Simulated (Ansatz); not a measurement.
A hypothetical phase is included: elements placed on a structure type, which no database files for this compound.

# Evanescent states of SiO2 (P4_2/nmc, 6 atoms a cell, 10.9 Å³ an atom, -4 GPa at this level) along the normal of (100)

Level of theory: r2SCAN (plane waves, PAW; Ansatz, a program for electronic structure).

The gap is the functional's own, uncorrected, and κ follows it; spin-orbit coupling is left out. Mid-gap means the computed energy nearest the middle.

Energies count from the valence-band top; κ is the least over a 10×4 mesh across the current.

```tsv
E (eV)	κ (1/Å)	where
0.14	0.253	Γ
0.41	0.303	Γ
0.68	0.338	Γ
0.94	0.363	Γ
1.22	0.382	Γ
1.49	0.397	Γ
1.75	0.406	Γ
2.02	0.413	Γ
2.29	0.416	Γ
2.56	0.416	Γ
2.83	0.413	Γ
3.10	0.407	Γ
3.38	0.399	Γ
3.65	0.387	Γ
3.92	0.373	Γ
4.18	0.355	Γ
4.46	0.332	Γ
4.72	0.305	Γ
5.00	0.271	Γ
5.26	0.226	Γ
5.54	0.164	Γ
```

Q: How thick must the barrier be to attenuate the transmission by 10^8 when the electrodes' Fermi level lies at 2.02 eV, and what attenuation does that film give at 4.18 eV?

A: d = 8 ln 10 / (2 × 0.413) = 22.3 Å. At 4.18 eV it gives 8 × 0.355/0.413 = 6.9 decades.
